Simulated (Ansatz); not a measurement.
Take Sc in the hcp (Mg type) structure (space group P6_3/mmc, No. 194; a = 3.275 Å, c = 5.105 Å; relaxed with 0.1 eV smearing) as the base. Axes: x lies along a and z along c of the hexagonal cell.

Level of theory: plane-wave PAW DFT at the PBEsol level (Ansatz, a first-principles code, 420 eV), scalar-relativistic without spin-orbit coupling.

One thing is altered: tensor shear ε_xz = +2.00 % (engineering shear γ = 0.0400); the atoms relax in the strained cell.

### Question
Predict the stress tensor and what it implies for the stiffness.

### Answer
Stress of the strained cell less that of the base (GPa, compression positive):
```
   -0.1     0.0    -1.3
    0.0     0.0     0.0
   -1.3     0.0     0.1
```

Then −Δσ/γ with γ = 2ε = 0.0400 gives secant stiffness values (nonlinear terms included at this strain): C55 ≈ 32 GPa.

No phonon test of stability was made. All final runs are without spin polarisation.
